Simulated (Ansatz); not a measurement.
# CsPbBr₃ in the cubic perovskite structure (space group Pm-3m, No. 221)

```xyz
5
Lattice="6.0028 0.0000 0.0000 0.0000 6.0028 0.0000 0.0000 0.0000 6.0028" Properties=species:S:1:pos:R:3 pbc="T T T"
Cs     0.0000     0.0000     0.0000
Pb     3.0014     3.0014     3.0014
Br     0.0000     3.0014     3.0014
Br     3.0014     3.0014     0.0000
Br     3.0014     0.0000     3.0014
```

Computed with DFT with PBE, PAW potentials and a 420 eV plane-wave cutoff in Ansatz (a program for electronic structure), without spin-orbit coupling, earlier PAW set. k-mesh 6×6×6 (Γ-centred); smearing 0.05 eV (Fermi–Dirac).

The volume per atom is 43.26 Å³. The density is 4.45 g/cm³ and the band gap is 1.79 eV, direct at R. The electron mass (degenerate bands, along [100]) is 0.091, 0.84, 0.84 mₑ and the hole mass is 0.18 mₑ. The lowest conduction-band minima above the VBM is R along ⟨111⟩ 1.79 eV and the total energy comes out as -5187.176 eV/atom (σ→0; compares only within this code and set-up).

With Pb present, leaving out spin-orbit coupling can change the band edges. Masses are band curvatures over ±0.01 Å⁻¹ around the edge. Stability against distortions was not tested. Many cubic perovskites are stable only at high temperature; tilts and polar distortions were not tested. This is not the structure that CsPbBr3 has at room temperature and ambient pressure.
